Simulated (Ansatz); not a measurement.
The starting structures come from a database of crystals and need not be the phases stable at ambient conditions.

```
Li2F6Ge
1.0
    6.41759     0.00000     0.00000
    0.00000     8.72329     0.00000
    3.20879     0.00000     3.20879
Li Ge F
4 2 12
Direct
  0.00000   0.33792   0.00000
  0.00000   0.66208   0.00000
  0.50000   0.83792   0.00000
  0.50000   0.16208   0.00000
  0.00000   0.00000   0.00000
  0.50000   0.50000   0.00000
  0.78236   0.50000   0.00000
  0.21764   0.50000   0.00000
  0.28236   0.00000   0.43528
  0.71764   0.00000   0.56472
  0.30827   0.65199   0.38346
  0.69173   0.34801   0.61654
  0.19173   0.15199   0.00000
  0.80827   0.84801   0.00000
  0.69173   0.65199   0.61654
  0.30827   0.34801   0.38346
  0.80827   0.15199   0.00000
  0.19173   0.84801   0.00000
```

Space group of this cell: P4_2/mnm. The cell is taken as given.

Transport runs along the normal of the first two printed cell vectors, the (110) plane of the conventional cell.

The gap is the functional's own, uncorrected, and κ follows it; spin-orbit coupling is left out. Mid-gap values are interpolated between the computed energies.

**Question.** Estimate the band gap and the smallest decay constant κ at mid-gap that r2SCAN run with Ansatz (a quantum-chemistry and plane-wave program) returns for this system.

**Answer.** Gap 7.16 eV on a 10×4×10 mesh; κ = 0.609 1/Å, at the zone centre.
